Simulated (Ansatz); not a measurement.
Start from CsPbBr3 in the cubic perovskite structure (space group Pm-3m, No. 221).

```
CELL_PARAMETERS angstrom
      5.77022     0.00000     0.00000
      0.00000     5.77022     0.00000
      0.00000     0.00000     5.77022
ATOMIC_POSITIONS crystal
  Cs 0.00000 0.00000 0.00000
  Pb 0.50000 0.50000 0.50000
  Br 0.50000 0.00000 0.50000
  Br 0.00000 0.50000 0.50000
  Br 0.50000 0.50000 0.00000
```

Cartesian axes are those of the cell as printed.

The values are results of Kohn–Sham DFT with the LDA functional, run in Ansatz (a program for electronic structure) with PAW and 420 eV plane waves, no SOC, not measurements.

It is then changed as follows: biaxial strain −1.00 %, plane normal [111], relaxed out of plane (Cartesian); in-plane vectors clamped, the third vector and the atoms free.

**Question.** Estimate the effect on the out-of-plane strain and in-plane stress.

**Answer.** The out-of-plane strain comes out as +1.52 %; the mean in-plane stress (compression positive) comes out as +0.2 GPa.

Whether these cells are dynamically stable was not tested. Many cubic perovskites are stable only at high temperature; tilts and polar distortions were not tested. This is not the structure that CsPbBr3 has at room temperature and ambient pressure.
